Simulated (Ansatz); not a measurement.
Data:

```yaml
crystal:
  lattice:
    - [0.00000, 3.19115, 3.19115]
    - [3.19115, 0.00000, 3.19115]
    - [3.19115, 3.19115, 0.00000]
  atoms:
    - { symbol: Cd, position: [0.00000, 0.00000, 0.00000] }
    - { symbol: Se, position: [0.25000, 0.25000, 0.25000] }
```

No spin polarisation.

Calculations: Ansatz (a program for electronic structure), PBE, PAW, cutoff 420 eV, no spin-orbit coupling. Settings: 9×9×9 k-points, 0.05 eV Fermi–Dirac smearing.

Question: Predict the hole mass, gap character, width of the top valence band and space group.

Answer: The hole mass (degenerate bands, along [100]) comes out as 0.038, 0.83, 0.83 mₑ (at Γ). The gap character comes out as direct at Γ, the width of the top valence band comes out as 1.66 eV and the space group is F-43m (No. 216).

The cells carry an imposed strain or load. Masses are band curvatures over ±0.01 Å⁻¹ around the edge. Stability against distortions was not tested. The cell was made from CdSe in the zinc blende structure (space group F-43m, No. 216) by this change: isotropic strain +3.00 %.
